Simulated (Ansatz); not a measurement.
## Zinc-blende SrO (model structure): properties by level of theory

| level (code) | lattice constant a (Å) | enthalpy of formation (eV/atom) |
|---|---|---|
| LDA (Ansatz) | … | -2.862 |
| PBE (Ansatz) | 5.614 | … |
| r²SCAN (Ansatz) | … | … |

Question: Fill in the missing entries.

Answer: 
- LDA (Ansatz, a quantum-chemistry and plane-wave program), lattice constant a (Å): 5.475
- PBE (Ansatz), enthalpy of formation (eV/atom): -2.575
- r²SCAN (Ansatz), lattice constant a (Å): 5.584
- r²SCAN (Ansatz), enthalpy of formation (eV/atom): -2.768

Ansatz's density-functional and Hartree–Fock values are scalar-relativistic unless marked +SOC, with PAW data made under PBE.

Static lattice: no zero-point or thermal effects.

A model structure was made by putting elements into a prototype or built by hand; it is no filed structure, need not be a known phase, and can be a saddle point held by its symmetry.
